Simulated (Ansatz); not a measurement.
Habitual settings against a tight run: MgZrF6 (Fm-3m, 8 atoms in the cell)

Self-consistent single point.

```xyz
8
Lattice="0.0000 4.0682 4.0682 4.0682 0.0000 4.0682 4.0682 4.0682 0.0000" Properties=species:S:1:pos:R:3 pbc="T T T"
Mg     4.0682     4.0682     4.0682
Zr     0.0000     0.0000     0.0000
F      2.0535     4.0682     4.0682
F      6.0829     4.0682     4.0682
F      4.0682     2.0535     4.0682
F      4.0682     6.0829     4.0682
F      4.0682     4.0682     2.0535
F      4.0682     4.0682     6.0829
```

Method: LDA (PW92), PAW files made with PBE (plane waves; Ansatz, an electronic-structure program).

Base settings: basis.ecutwfc = 420 eV; kpoints.mp_grid.grid = 5 5 5; hamiltonian.xc = lda; hamiltonian.pseudopotentials = {kind: paw} (the program's default PAW files); scf.occupations.method = fixed.

Tight run (finer mesh or higher cutoff; not a proven limit): basis.ecutwfc: 420 eV → 590 eV; kpoints.mp_grid.grid: 5 5 5 → 7 7 7; scf.convergence.dr2_threshold: default (1e-07 eV) → 1e-09 eV. It gave top of the valence band (on the code's own zero) -1.06 eV; gap on the k-point mesh 6.41 eV; pressure -8.44 GPa; largest force (vector length) 0.727 eV/Å.

Quick runs, as changes from the base:
- A: the base itself
- B: basis.ecutwfc: 420 eV → 210 eV; kpoints.mp_grid.grid: 5 5 5 → 4 4 4; scf.occupations.method: fixed → gaussian; scf.occupations.width: default → 0.136 eV
- C: basis.ecutwfc: 420 eV → 250 eV; kpoints.mp_grid.grid: 5 5 5 → 1 1 1; scf.occupations.method: fixed → fermi_dirac; scf.occupations.width: default → 0.136 eV
- D: basis.ecutwfc: 420 eV → 335 eV; kpoints.mp_grid.grid: 5 5 5 → 6 6 6; scf.occupations.method: fixed → gaussian; scf.occupations.width: default → 0.136 eV
- E: kpoints.mp_grid.grid: 5 5 5 → 3 3 3; hamiltonian.xc: lda → b3lyp [B3LYP]
- F: kpoints.mp_grid.grid: 5 5 5 → 2 2 2; hamiltonian.xc: lda → hse06 [HSE06]

Dashes: energy of E, F, another energy zero; count of E, F, another kind of functional, whose work the count does not hold.

Gaps are read on each run's own mesh, which may miss the band edges.

† marks runs with another functional, U, potentials or spin treatment: their distance from the tight run is not a convergence error alone.

The count of work is k-points × plane waves × bands × iterations; it is no time. 

Pressures in the table are Ansatz's without its Pulay estimate, at a fixed set of plane waves; the tight run's value above holds the estimate.

The starting cell comes from a database of computed structures (which also holds hypothetical and non-ambient phases and stackings), without a prior relaxation at this level. Its lattice was rescaled by a random factor within 2.5 % of one. In the base run, with a pressure of about -8 GPa the cell is away from its equilibrium volume at this level.

```
run  energy less tight (meV/atom)  pressure less tight (GPa)  largest miss in a force vector (eV/Å)  gap on the mesh less tight (eV)  count of work / tight
---  ----------------------------  -------------------------  -------------------------------------  -------------------------------  ---------------------
A                             3.6                      -0.45                                  0.000                            0.000                   0.25
B                          4972.6                    -181.64                                  0.045                            0.209                  0.078
C                          1570.4                     -65.82                                  0.446                           -0.193                  0.012
D                           115.7                      -8.71                                  0.022                           -0.002                   0.28
E†                              –                       4.25                                  0.217                            2.485                      –
F†                              –                       2.94                                  0.008                            2.266                      –
```

Among the runs at the tight run's level, the energy misses run from 3.6 to 4972.6 meV/atom.

Left out of this page: 2 runs of the series with a known weakness of the program.

Keys are those of Ansatz 0.2.
